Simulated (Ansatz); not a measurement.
The starting structures come from a database of crystals and need not be the phases stable at ambient conditions.

Where the default PAW files enter, the runs use the earlier of Ansatz's two default sets.

By PBEsol, the system below comes out a metal.

Consider the following.

```
CELL_PARAMETERS angstrom
      2.92230     0.00000     0.00000
      0.00000     4.70166     0.00000
      1.46115     0.00000     2.53079
ATOMIC_POSITIONS crystal
  Ag 0.33333 0.75000 0.33333
  Ag 0.66667 0.25000 0.66667
```

Space group of this cell: P6_3/mmc, hcp (Mg type). The cell is taken as given; by PBEsol its mean pressure is -4.3 GPa.

The current flows along the normal of the first two printed cell vectors, the (100) plane of the conventional cell. No spin-orbit coupling; the value is a mean over 0.1 eV about the Fermi level.

Problem. Give the ballistic conductance per area that Ansatz (a quantum-chemistry and plane-wave program) with PBEsol yields.

Solution. 0.87 × 10¹⁵ S/m² for both spins.
